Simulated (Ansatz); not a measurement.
BeS: response to strain

The parent structure is BeS in the zinc blende structure (space group F-43m, No. 216; a = 4.8686 Å). Axes: x, y, z lie along the cube axes.

Strains are applied to the cell and any free atomic positions relax.

All numbers come from DFT with r2SCAN, PAW potentials and a 500 eV plane-wave cutoff in Ansatz (an electronic-structure program), spin-orbit coupling left out.

Candidates:
(a) uniaxial strain ε_zz = −2.00 %
(b) uniaxial strain ε_zz = −2.50 %
(c) uniaxial strain ε_zz = −3.00 %
(d) uniaxial strain ε_zz = −1.00 %
(e) uniaxial strain ε_zz = −0.50 %

Before the change:

| Item | Value |
|---|---|
| Smallest direct gap | 6.22 eV |

Problem. Order them by smallest direct gap, highest first.

Solution. (e) uniaxial strain ε_zz = −0.50 % (6.21 eV), (d) uniaxial strain ε_zz = −1.00 % (6.18 eV), (a) uniaxial strain ε_zz = −2.00 % (6.14 eV), (b) uniaxial strain ε_zz = −2.50 % (6.11 eV), (c) uniaxial strain ε_zz = −3.00 % (6.09 eV)

Stability against distortions was not tested.
